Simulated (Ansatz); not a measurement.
The parent structure is BaTiO₃ in the cubic perovskite structure (space group Pm-3m, No. 221).

```
BaTiO3
1.0
    3.99403     0.00000     0.00000
    0.00000     3.99403     0.00000
    0.00000     0.00000     3.99403
Ba Ti O
1 1 3
Direct
  0.00000   0.00000   0.00000
  0.50000   0.50000   0.50000
  0.00000   0.50000   0.50000
  0.50000   0.50000   0.00000
  0.50000   0.00000   0.50000
```

Method: plane-wave PAW DFT at the r2SCAN level (Ansatz, a first-principles code, 500 eV), no SOC.

Base values:

* **Band gap**: 2.17 eV
* **Pressure**: 0.00 GPa

Perturbation: every lattice vector is shortened by 0.60 %; the atoms relax in the strained cell.

### Question
Predict the new band gap.

### Answer
The band gap rises by 0.05 eV, from 2.17 eV to 2.22 eV.

### Question
What does the calculation give for the pressure after the change?

### Answer
The pressure goes from zero to 3.40 GPa.

Stability against distortions was not tested. All final runs are without spin polarisation. Many cubic perovskites are stable only at high temperature; tilts and polar distortions were not tested. This is not the structure that BaTiO3 has at room temperature and ambient pressure.
